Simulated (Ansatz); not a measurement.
Take Y in the hcp (Mg type) structure (space group P6_3/mmc, No. 194; a = 3.652 Å, c = 5.703 Å; relaxed with 0.1 eV smearing) as the base.

Method: plane-wave PAW DFT at the PBE level (Ansatz, a quantum-chemistry and plane-wave program, 420 eV), spin-orbit coupling left out.

For the base:

- Pressure = 0.0 GPa

It is then changed as follows: every lattice vector is shortened by 2.00 %; the atoms relax in the strained cell.

Question: What happens to the energy relative to the base?

Answer: The energy grows by 16 meV/atom.

Question: What happens to the pressure?

Answer: The pressure (mean of the normal stresses, compression positive) goes from zero to 2.7 GPa.

No phonon test of stability was made. All final runs are without spin polarisation.
